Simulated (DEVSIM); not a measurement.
System: illuminated Si p-on-n cell, one wavelength, at 350 K.

Layer 1 from the left is Si, thickness (μm) 0.110, Na (cm⁻³) 1.6e19, τn (s) 4e-5, τp (s) 3.1e-6, absorption coefficient (cm⁻¹) 180. Layer 2 from the left is Si, thickness (μm) 37.0, Nd (cm⁻³) 1.8e17, τn (s) 5.1e-5, τp (s) 5.1e-5, absorption coefficient (cm⁻¹) 180.

Left contact: ohmic, minority electron recombination velocity 40 cm/s. Right contact: ohmic, minority hole recombination velocity 100 cm/s. Voltage is applied to the left contact. Recombination: SRH at mid-gap, radiative, Auger. Light enters at the left, 1.1e18 photons cm⁻² s⁻¹, one pass, no reflection. Mobility is μmin + (μ − μmin)/(1 + (N/Nref)^α).

This is a model device: material constants are rounded textbook-type values typed into the input, and sizes, dopings and lifetimes were drawn at random. Values at 300 K; Nc and Nv go as T^1.5, mobilities as T to minus their exponent, the gap by Varshni's rule with the affinity fixed.

Si: gap (eV) 1.124, affinity (eV) 4.05, permittivity 11.7, Nc (cm⁻³) 2.86e19, Nv (cm⁻³) 3.1e19, μn (cm²/Vs) 1417, μp (cm²/Vs) 470, μn,min 52, μp,min 45, Nref,n 9.7e16, Nref,p 2.2e17, αn 0.68, αp 0.72, T exponent of μn 2.3, T exponent of μp 2.2, B (cm³/s) 4.7e-15, Cn (cm⁶/s) 2.8e-31, Cp (cm⁶/s) 9.9e-32, Varshni α (eV/K) 0.000473, Varshni β (K) 636.

DEVSIM, 1D drift-diffusion, Boltzmann statistics, complete ionisation; no tunnelling, impact ionisation, image-force lowering or self-heating.

**Question.** What does the simulation give for the dark forward voltage at 1 A/cm², the share of generated pairs collected at short circuit?

**Answer.** dark forward voltage at 1 A/cm² 0.738 V; share of generated pairs collected at short circuit 0.956.
